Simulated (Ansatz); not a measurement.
An Ansatz (a first-principles code) run: CoSi with a change (non-magnetic); plane-wave PAW DFT at the r2SCAN level (Ansatz, 500 eV), spin-orbit coupling left out.

Input:

Ansatz 0.2 input:
```yaml
crystal:
  lattice:
    - [4.3830739602, 0, 0]
    - [0, 4.3830739602, 0]
    - [0, 0, 4.3830739602]
  atoms:
    - { symbol: Co, position: [0.1456295434, 0.1456295434, 0.1456295434] }
    - { symbol: Co, position: [0.6456295434, 0.3543704566, 0.8543704566] }
    - { symbol: Co, position: [0.8543704566, 0.6456295434, 0.3543704566] }
    - { symbol: Co, position: [0.3543704566, 0.8543704566, 0.6456295434] }
    - { symbol: Si, position: [0.8436645132, 0.8436645132, 0.8436645132] }
    - { symbol: Si, position: [0.3436645132, 0.6563354868, 0.1563354868] }
    - { symbol: Si, position: [0.1563354868, 0.3436645132, 0.6563354868] }
    - { symbol: Si, position: [0.6563354868, 0.1563354868, 0.3436645132] }
basis: { ecutwfc: 500, ecutrho_ratio: 4, xc_grid: 4, fft_grid_basis: typed }
kpoints: { mp_grid: { grid: [11, 11, 11] } }
hamiltonian:
  xc: r2scan
  dispersion: none
  pseudopotentials: { kind: paw }
scf: { occupations: { method: fermi_dirac, width: 0.05 }, convergence: { dr2_threshold: 0.0000000008 } }
output: { forces: true, stress: true }
checkpoint: { write: state.ck, write_every: 1000 }
```

Output:

```
WARN ansatz: RAYON_NUM_THREADS=1 ignored (pool sized by the plan → 1); use --threads N
Pseudopotentials: kind: paw
Pseudopotential: Co, paw, valence charge 17
Pseudopotential: Si, paw, valence charge 4
Functional definition: r2SCAN
Crystal: 8 atoms, lattice volume = 84.205 Å³
Basis set: ecut = 500 eV, 2103 PW (Γ), exchange–correlation on 128×128×128 points (64 copies of the dense FFT grid, shifted against one another)
Bands: 50, of which v1, the nominal top of the filled ones, is band 42 counted from 1 (41 counted from 0)
Symmetry: 12 space group operations
Space group: P213 (ITA 198), of the structure as read, at distance tolerance 4.4e-5 Å
k-points: 76 of 1331 (time reversal used)
PAW frozen core: Co, regenerated for the run's functional
PAW frozen core: Si, regenerated for the run's functional
Initial density: superposition of atomic densities (neutral atoms: chi_scale 0, normalization atom), corrected by the library's trained network
Initial wavefunctions: pseudopotential atomic-orbital guess
Eigensolver: davidson
Functional: x = r2scan, c = r2scan; τ floored in thin density (d = 2e-4 eV/Å³)
SCF iter   1: F=—  HF=-23086.108348 eV  |F-HF|=—  |Δ(HF+E_count)|=         —  Δρ=2.57e-2  dr2=4.17e-1  dr2_τ=2.27e-1  ethr=1.77e-3  ⟨swp⟩=6.7  Hψ=14979  notcnv=0  defer=11
all-band conjugate gradients solve this SCF's bands
preconditioner: auto → Kerker (q_TF=auto, 2.727 Å⁻¹)
SCF iter   2: F=—  HF=-23086.348383 eV  |F-HF|=—  |Δ(HF+E_count)|=   2.40e-1  Δρ=1.39e-2  dr2=7.87e-2  dr2_τ=1.40e-3  ethr=4.96e-4  ⟨swp⟩=2.4  Hψ=6909  notcnv=0  defer=142
SCF iter   3: F=—  HF=-23086.331565 eV  |F-HF|=—  |Δ(HF+E_count)|=   1.68e-2  Δρ=7.25e-3  dr2=3.87e-2  dr2_τ=3.67e-4  ethr=9.37e-5  ⟨swp⟩=2.2  Hψ=5700  notcnv=0  defer=142
SCF iter   4: F=—  HF=-23086.327641 eV  |F-HF|=—  |Δ(HF+E_count)|=   3.92e-3  Δρ=1.98e-3  dr2=2.95e-3  dr2_τ=1.14e-4  ethr=4.60e-5  ⟨swp⟩=2.2  Hψ=4461  notcnv=0  defer=142
SCF iter   5: F=—  HF=-23086.327727 eV  |F-HF|=—  |Δ(HF+E_count)|=   8.64e-5  Δρ=9.09e-4  dr2=4.18e-4  dr2_τ=2.85e-5  ethr=3.51e-6  ⟨swp⟩=2.0  Hψ=5618  notcnv=0  defer=142
SCF iter   6: F=—  HF=-23086.327683 eV  |F-HF|=—  |Δ(HF+E_count)|=   4.44e-5  Δρ=4.06e-4  dr2=8.31e-5  dr2_τ=1.09e-6  ethr=4.97e-7  ⟨swp⟩=2.0  Hψ=5638  notcnv=0  defer=142
SCF iter   7: F=—  HF=-23086.327695 eV  |F-HF|=—  |Δ(HF+E_count)|=   1.29e-5  Δρ=5.28e-5  dr2=1.32e-6  dr2_τ=2.69e-7  ethr=9.90e-8  ⟨swp⟩=2.6  Hψ=5457  notcnv=0  defer=142
SCF iter   8: F=—  HF=-23086.327698 eV  |F-HF|=—  |Δ(HF+E_count)|=   2.91e-6  Δρ=1.39e-5  dr2=9.50e-8  dr2_τ=5.35e-9  ethr=1.57e-9  ⟨swp⟩=2.4  Hψ=6431  notcnv=0  defer=142
SCF iter   9: F=—  HF=-23086.327698 eV  |F-HF|=—  |Δ(HF+E_count)|=   7.67e-9  Δρ=5.89e-6  dr2=1.81e-8  dr2_τ=2.75e-10  ethr=1.13e-10  ⟨swp⟩=2.2  Hψ=5630  notcnv=0  defer=142
SCF iter  10: F=-23086.327698 eV  HF=-23086.327698 eV  |F-HF|=1.31e-10  |Δ(HF+E_count)|=  1.89e-10  Δρ=6.17e-7  dr2=2.83e-10  dr2_τ=7.04e-11  ethr=1.00e-12  ⟨swp⟩=3.8  Hψ=15452  notcnv=0
SCF 1 converged in 10 iterations: F = -23086.327698 eV  dr2 = 2.83e-10
SCF converged after 10 iterations
Free energy (F): -23086.327698 eV
Harris-Foulkes:  -23086.327698 eV  (|F-HF|=1.31e-10)
Internal energy: -23086.316204 eV  (E = F + TS)
E sigma→0 (E₀):  -23086.321951 eV
Entropy (-TS):   -0.011494 eV (-1.437 meV/atom)
Fermi energy:    17.288385 eV
--- Per-component energies (eV) ---
  E_band       = -993.987787
  E_kinetic    = 2021.372437
  E_local      = -14062.203381  (includes V_loc(G=0)·N_el)
  E_nonlocal   = 1928.737729
  E_hartree    = 6126.723413
  E_xc         = -851.408369
  E_vxc        = -1143.691711  (∫ρ·V_xc dr)
  E_paw        = -8183.482258  (= ΣΔE_a)
  E_vpaw       = -2061.038144  (= ΣTr[D̂ρ^β])
  E_aug_tail   = 0.000160  (compensation charges beyond the density's cutoff)
  E_vtau       = 69.388326  (kinetic-family band-sum trace: ∫τ·v_τ [+ j·A + Jᵃ·Aᵃ] dr)
  E_ewald      = -10064.569378
  E_core_change = -1.486557  (= ΣΔE_core)
  E_smearing   = -0.011494  (= −TS)
  E_closure    = -0.000000  (closes the sum)
  Σ components = -23086.327698   (vs F -23086.327698, Δ=0.00e0)
  [band-id]    e_kinetic+e_local+e_nonlocal+2·e_hartree+e_vxc+e_vpaw+e_augmentation_tail+e_vtau = -993.987758   (vs E_band -993.987787, Δ=2.90e-5)
--- Forces (eV/Å), atoms counted from 1 ---
  atom   1  Co     0.00195054     0.00195054     0.00195054
  atom   2  Co     0.00195054    -0.00195054    -0.00195054
  atom   3  Co    -0.00195054     0.00195054    -0.00195054
  atom   4  Co    -0.00195054    -0.00195054     0.00195054
  atom   5  Si    -0.00445101    -0.00445101    -0.00445101
  atom   6  Si    -0.00445101     0.00445101     0.00445101
  atom   7  Si     0.00445101    -0.00445101     0.00445101
  atom   8  Si     0.00445101     0.00445101    -0.00445101
  max |Σ_I F_I| component: 1.01e-16 eV/Å
--- Stress (GPa, compression-positive) ---
       -0.004029      -0.000000       0.000000
       -0.000000      -0.004029       0.000000
        0.000000       0.000000      -0.004029
  P = ⅓ Tr σ = -0.0040 GPa (-0.040 kbar)
  The stress holds the Pulay correction. Without it, at fixed plane waves, as pw.x and ABINIT print it: P = -0.0791 GPa
  The stress includes an estimate of the error left by incomplete SCF convergence (largest component -0.0001 GPa).
--- Band table ---
  band table: none
```

Whether these cells are dynamically stable was not tested. The final runs are not spin-polarised. The cell was made from CoSi (space group P2_13, No. 198; non-magnetic) by this change: non-magnetic.
